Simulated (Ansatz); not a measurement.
Al: response to strain

Base system: Al in the fcc (Cu type) structure (space group Fm-3m, No. 225; a = 3.994 Å; relaxed with 0.1 eV smearing). Axes: x, y, z lie along the cube axes.

Strains are applied to the cell and any free atomic positions relax; under biaxial strain the out-of-plane vector relaxes too.

Method: Ansatz (an electronic-structure program), r2SCAN, PAW, cutoff 500 eV, without spin-orbit coupling.

Notes on the quantities. in-plane stress: mean in-plane stress (compression positive).

```csv
case,out-of-plane strain,in-plane stress
"biaxial strain −3.00 %, plane normal [001], relaxed out of plane",+2.89 %,+5.4 GPa
"biaxial strain −2.50 %, plane normal [001], relaxed out of plane",(withheld),(withheld)
"biaxial strain −2.00 %, plane normal [001], relaxed out of plane",+2.01 %,(withheld)
"biaxial strain −1.50 %, plane normal [001], relaxed out of plane",+1.55 %,+2.2 GPa
"biaxial strain −1.00 %, plane normal [001], relaxed out of plane",(withheld),+1.4 GPa
"biaxial strain −0.50 %, plane normal [001], relaxed out of plane",+0.55 %,+0.6 GPa
```

**Question.** Complete the table.

**Answer.** 
- biaxial strain −2.50 %, plane normal [001], relaxed out of plane, out-of-plane strain: +2.46 %
- biaxial strain −2.50 %, plane normal [001], relaxed out of plane, in-plane stress: +4.2 GPa
- biaxial strain −2.00 %, plane normal [001], relaxed out of plane, in-plane stress: +3.2 GPa
- biaxial strain −1.00 %, plane normal [001], relaxed out of plane, out-of-plane strain: +1.06 %

No phonon test of stability was made.
